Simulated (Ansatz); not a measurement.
# HfC, response to strain

Take HfC in the rock salt structure (space group Fm-3m, No. 225; a = 4.651 Å; relaxed with 0.1 eV smearing) as the base.

Strains are applied to the cell and any free atomic positions relax.

Calculations: PBE (Ansatz, a first-principles code, PAW, no SOC).

Notes on the quantities. energy relative to the base: free energy F.

| isotropic strain (%) | energy relative to the base (meV/atom) |
|---|---|
| -2.5 | 55.7 |
| -1.5 | 19.5 |
| -0.5 | ? |
| 0 | 0.0 |
| 0.5 | 2.0 |
| 1 | 8.0 |
| 1.5 | 17.8 |
| 2 | 31.1 |
| 2.5 | 48.0 |

**Question.** Fit ΔE = Aε² + Bε³ (ε in %) to the rows shown and predict the withheld row.

**Answer.** Least squares on the printed values gives A = 8.29 and B = -0.25 meV/atom (largest residual 0.1 meV/atom); this predicts 2.1 meV/atom, and the run gives 2.1 meV/atom, in agreement.

Whether these cells are dynamically stable was not tested. The final runs are not spin-polarised.
